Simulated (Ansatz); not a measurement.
Here is the system:

Host crystal: wurtzite ZnO, with a band gap (PBE, scalar-relativistic without spin-orbit coupling).

End structure of Sn on a Zn site (surface) in a 2x2 cell of the 1x1 (10-10) surface of wurtzite ZnO (cut with top plane O + Zn):

```yaml
crystal:
  lattice:
    - [6.55898, 0.00000, 0.00000]
    - [0.00000, 10.58758, 0.00000]
    - [0.00000, 0.00000, 28.50000]
  atoms:
    - { symbol: O, position: [0.25000, 0.18872, 0.33452] }
    - { symbol: O, position: [0.25000, 0.68872, 0.33452] }
    - { symbol: O, position: [0.75000, 0.18872, 0.33452] }
    - { symbol: O, position: [0.75000, 0.68872, 0.33452] }
    - { symbol: Zn, position: [0.25000, 0.51563, 0.34633] }
    - { symbol: Zn, position: [0.25000, 0.01563, 0.34633] }
    - { symbol: Zn, position: [0.75000, 0.51563, 0.34633] }
    - { symbol: Zn, position: [0.75000, 0.01563, 0.34633] }
    - { symbol: O, position: [0.00003, 0.43602, 0.36741] }
    - { symbol: O, position: [0.99999, 0.93617, 0.36767] }
    - { symbol: O, position: [0.49997, 0.43602, 0.36741] }
    - { symbol: O, position: [0.50001, 0.93617, 0.36767] }
    - { symbol: Zn, position: [0.00000, 0.24739, 0.36289] }
    - { symbol: Zn, position: [0.00000, 0.74739, 0.36289] }
    - { symbol: Zn, position: [0.50000, 0.24739, 0.36289] }
    - { symbol: Zn, position: [0.50000, 0.74739, 0.36289] }
    - { symbol: O, position: [0.99908, 0.18631, 0.43317] }
    - { symbol: O, position: [0.99973, 0.68592, 0.43280] }
    - { symbol: O, position: [0.50092, 0.18631, 0.43317] }
    - { symbol: O, position: [0.50027, 0.68592, 0.43280] }
    - { symbol: Zn, position: [0.99985, 0.49790, 0.43602] }
    - { symbol: Zn, position: [0.99985, 0.99864, 0.43628] }
    - { symbol: Zn, position: [0.50015, 0.49790, 0.43602] }
    - { symbol: Zn, position: [0.50014, 0.99864, 0.43628] }
    - { symbol: O, position: [0.25000, 0.43510, 0.46709] }
    - { symbol: O, position: [0.25000, 0.93522, 0.46736] }
    - { symbol: O, position: [0.75000, 0.43476, 0.46702] }
    - { symbol: O, position: [0.75000, 0.93582, 0.46769] }
    - { symbol: Zn, position: [0.25000, 0.24510, 0.46529] }
    - { symbol: Zn, position: [0.25000, 0.74546, 0.46484] }
    - { symbol: Zn, position: [0.75000, 0.24468, 0.46648] }
    - { symbol: Zn, position: [0.75000, 0.74591, 0.46503] }
    - { symbol: O, position: [0.25000, 0.18481, 0.53260] }
    - { symbol: O, position: [0.25000, 0.68561, 0.53226] }
    - { symbol: O, position: [0.75000, 0.18698, 0.53445] }
    - { symbol: O, position: [0.75000, 0.68526, 0.53233] }
    - { symbol: Zn, position: [0.25000, 0.49572, 0.53416] }
    - { symbol: Zn, position: [0.25000, 0.99533, 0.53458] }
    - { symbol: Zn, position: [0.75000, 0.49509, 0.53398] }
    - { symbol: Zn, position: [0.75000, 0.99733, 0.53485] }
    - { symbol: O, position: [0.99973, 0.43644, 0.56619] }
    - { symbol: O, position: [0.99989, 0.93578, 0.56698] }
    - { symbol: O, position: [0.50027, 0.43644, 0.56619] }
    - { symbol: O, position: [0.50011, 0.93578, 0.56698] }
    - { symbol: Zn, position: [0.00566, 0.24861, 0.56554] }
    - { symbol: Zn, position: [0.99988, 0.74767, 0.56347] }
    - { symbol: Zn, position: [0.49434, 0.24861, 0.56554] }
    - { symbol: Zn, position: [0.50012, 0.74767, 0.56347] }
    - { symbol: O, position: [0.00760, 0.18776, 0.63419] }
    - { symbol: O, position: [0.00084, 0.68307, 0.63218] }
    - { symbol: O, position: [0.49240, 0.18776, 0.63419] }
    - { symbol: O, position: [0.49916, 0.68307, 0.63218] }
    - { symbol: Zn, position: [0.99955, 0.49350, 0.63530] }
    - { symbol: Zn, position: [0.99894, 0.99653, 0.63623] }
    - { symbol: Zn, position: [0.50045, 0.49350, 0.63530] }
    - { symbol: Zn, position: [0.50106, 0.99653, 0.63623] }
    - { symbol: O, position: [0.25000, 0.42772, 0.66156] }
    - { symbol: O, position: [0.25000, 0.93769, 0.66485] }
    - { symbol: O, position: [0.75000, 0.43648, 0.66502] }
    - { symbol: O, position: [0.75000, 0.93623, 0.66479] }
    - { symbol: Sn, position: [0.25000, 0.24329, 0.68369] }
    - { symbol: Zn, position: [0.25000, 0.76443, 0.65304] }
    - { symbol: Zn, position: [0.75000, 0.26294, 0.65273] }
    - { symbol: Zn, position: [0.75000, 0.76272, 0.65308] }
```

Model: 64-atom slab, 9.4 Å thick at the start (thin: gaps and levels are the slab's own), 3x2x1 mesh, Fermi-Dirac 0.01 eV, dipole correction, 12 atoms held, the rest relaxed; held to the start's symmetry, so lower structures may exist; no spin, no spin-orbit, no U.

Q: Estimate the formation energy against beta tin, hcp Zn that PBE in Ansatz (an electronic-structure program) returns for this input.

A: -0.52 eV

Q: Estimate the change of the step from the bottom to the top vacuum level, against the clean slab that PBE returns for this input.

A: -0.17 eV
